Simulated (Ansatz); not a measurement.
**SrTiO3, pressure series**

The parent structure is SrTiO3 in the cubic perovskite structure (space group Pm-3m, No. 221).

```xyz
5
Lattice="3.8911 0.0000 0.0000 0.0000 3.8911 0.0000 0.0000 0.0000 3.8911" Properties=species:S:1:pos:R:3 pbc="T T T"
Sr     0.0000     0.0000     0.0000
Ti     1.9455     1.9455     1.9455
O      0.0000     1.9455     1.9455
O      1.9455     1.9455     0.0000
O      1.9455     0.0000     1.9455
```

Cell and atoms are relaxed at each pressure.

The values are results of Ansatz (an electronic-structure program) PBEsol, spin-orbit coupling left out, not measurements.

Notes on the quantities. enthalpy: H = E + PV relative to the base's energy.

```tsv
variant	band gap	shortest interatomic distance	enthalpy
base	1.85 eV	1.946 Å	–
pressure −2 GPa	1.83 eV	1.953 Å	-0.15 eV/atom
pressure −1 GPa	1.84 eV	1.949 Å	-0.07 eV/atom
pressure 3 GPa	1.88 eV	1.935 Å	+0.22 eV/atom
pressure 7 GPa	1.91 eV	1.923 Å	+0.51 eV/atom
pressure 15 GPa	1.97 eV	1.901 Å	+1.06 eV/atom
pressure 30 GPa	2.05 eV	1.867 Å	+2.06 eV/atom
pressure 50 GPa	2.13 eV	1.832 Å	+3.33 eV/atom
pressure 75 GPa	2.20 eV	1.796 Å	+4.82 eV/atom
pressure 100 GPa	2.18 eV	1.767 Å	+6.23 eV/atom
```

Load acts through the strain it causes; cell and atoms are relaxed under it. Whether these cells are dynamically stable was not tested. Competing high-pressure phases were not computed. All final runs are without spin polarisation. Many cubic perovskites are stable only at high temperature; tilts and polar distortions were not tested.
